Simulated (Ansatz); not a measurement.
An Ansatz (a program for electronic structure) input (Ansatz r2SCAN, without spin-orbit coupling, earlier PAW set):

Ansatz 0.2 input:
```yaml
crystal:
  lattice:
    - [0, 2.2600890337, 2.2600890337]
    - [2.2600890337, 0, 2.2600890337]
    - [2.2600890337, 2.2600890337, 0]
  atoms:
    - { symbol: P, position: [0.75, 0.75, 0.75] }
    - { symbol: B, position: [0, 0, 0] }
basis: { ecutwfc: 500, ecutrho_ratio: 4, xc_grid: 4, fft_grid_basis: typed }
kpoints: { mp_grid: { grid: [13, 13, 13] } }
hamiltonian:
  xc: r2scan
  dispersion: none
  pseudopotentials: { azcp: { folder: ./paw }, kind: paw }
scf: { occupations: { method: fermi_dirac, width: 0.05 }, convergence: { dr2_threshold: 0.0000000002 } }
output: { forces: true, stress: true }
checkpoint: { write: state.ck, write_every: 1000 }
```

Which symmetry and how many k-points will the program report, and about how many plane waves at Γ?

Space group F-43m (ITA 216) with 24 operations, k-points 84 of 2197, and 561 plane waves at Γ.

And the final pressure?

1.85 GPa (compression positive).

Single points use the geometry relaxed with PBEsol. Whether these cells are dynamically stable was not tested. The cell was made from BiB by this change: Bi → P.
